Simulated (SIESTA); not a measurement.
Band structure of Mg₂Ge (Fm-3m, 3 atoms in the cell).

```xyz
3
Lattice="0.0000 3.1950 3.1950 3.1950 0.0000 3.1950 3.1950 3.1950 0.0000" Properties=species:S:1:pos:R:3 pbc="T T T"
Mg     1.5975     1.5975     1.5975
Mg     4.7925     4.7925     4.7925
Ge     0.0000     0.0000     0.0000
```

Method: GGA PBE, numerical atomic orbitals DZP, PseudoDojo PBE standard norm-conserving potentials (rewritten from UPF to PSML) (SIESTA 5.4.2).

Settings: XC.functional = GGA; XC.authors = PBE; potentials = PseudoDojo PBE standard; PAO.BasisSize = DZP; PAO.EnergyShift = 0.005 Ry; MeshCutoff = 400 Ry; kgrid.MonkhorstPack = 7 7 7; OccupationFunction = FD; ElectronicTemperature = 0.02 eV; MaxSCFIterations = 150; SCF.Mixer.Method = Pulay; SCF.Mixer.Weight = 0.2; SCF.Mixer.History = 8; SCF.DM.Tolerance = 1.0E-04.

The starting cell has typed, rounded lattice constants, without a prior relaxation at this level. Values carry the incompleteness of an atom-centred basis.

**Question.** Predict the gap along the standard path and the places of the band edges.

**Answer.** The gap along the path is 0.05 eV, from Γ to X; the smallest direct gap on it is 0.99 eV.

Levels in eV from the top of the valence band on the path, bands 14 to 18:
```tsv
point	14	15	16	17	18
Γ	-10.01	0.00	0.00	0.00	0.99
X	-8.14	-4.88	-2.18	-2.18	0.05
W	-8.14	-3.97	-3.97	-2.92	2.97
K	-8.20	-4.42	-3.77	-1.84	0.60
L	-8.67	-5.19	-0.86	-0.86	0.84
U	-8.20	-4.42	-3.77	-1.84	0.60
```

Higher empty bands are left out: an atom-centred basis made for the valence describes them poorly.
